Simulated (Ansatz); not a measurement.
System: CaO (model structure, F-43m, No. 216, 2 atoms in the cell). Method: r²SCAN in Ansatz (PAW).

Numerical settings: plane-wave cutoff 560 eV, 12×12×12 k mesh, Fermi–Dirac smearing 0.01 eV, scalar-relativistic PAW data made under PBE.

Computed at the level's own relaxed cell.

```yaml
crystal:
  lattice:
    - [0.00000, 2.60631, 2.60631]
    - [2.60631, 0.00000, 2.60631]
    - [2.60631, 2.60631, 0.00000]
  atoms:
    - { symbol: Ca, position: [0.00000, 0.00000, 0.00000] }
    - { symbol: O, position: [0.25000, 0.25000, 0.25000] }
```

Problem. List the 8 lowest band energies at Γ above −25 eV (eV, relative to the valence band maximum), grouping those that round alike.

Solution. At Γ: -18.62 (×3), -15.75, -0.62 (×3), 3.76.

Note: the relaxation could raise the start's symmetry but not lower it, so the cell can be a saddle point.

A model structure was made by putting elements into a prototype or built by hand; it is no filed structure, need not be a known phase, and can be a saddle point held by its symmetry.

Ansatz is a program for electronic structure.
